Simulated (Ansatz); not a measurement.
## A computed series for hypothetical cubic perovskite NaCaF3: response to strain

The reference is NaCaF3 in the cubic perovskite structure (space group Pm-3m, No. 221; a = 4.3716 Å; a hypothetical phase, not in the database extracts checked). Axes: x, y, z lie along the cube axes.

Strains are applied to the cell and any free atomic positions relax; under biaxial strain the out-of-plane vector relaxes too.

Levels (all Ansatz, an electronic-structure program, PAW): PBEsol (420 eV, no spin-orbit coupling); r2SCAN (500 eV, scalar-relativistic without spin-orbit coupling); HSE06 (420 eV, without spin-orbit coupling).

Band gaps by level, all at the geometries relaxed with PBEsol:

```tsv
case	PBEsol	r2SCAN	HSE06
base	5.11 eV	5.95 eV	7.12 eV
biaxial strain +0.38 %, plane normal [001], relaxed out of plane	5.09 eV	(withheld)	7.10 eV
isotropic strain +2.13 %	4.94 eV	5.76 eV	6.92 eV
uniaxial strain ε_zz = +4.55 %	4.99 eV	(withheld)	(withheld)
strain tensor (xx, yy, zz, yz, xz, xy) = (−0.15, +0.58, +0.35, −1.01, −1.84, +0.80) %	5.07 eV	5.90 eV	7.08 eV
```

Problem. Some entries are withheld; estimate them.

Solution. 
- biaxial strain +0.38 %, plane normal [001], relaxed out of plane, r2SCAN: 5.93 eV
- uniaxial strain ε_zz = +4.55 %, r2SCAN: 5.81 eV
- uniaxial strain ε_zz = +4.55 %, HSE06: 6.97 eV

Single points use the geometry relaxed with PBEsol. HSE06 was sampled on its mesh, a few special points and the semilocal edge points, so its gap is an upper bound. Stability against distortions was not tested. Many cubic perovskites are stable only at high temperature; tilts and polar distortions were not tested.
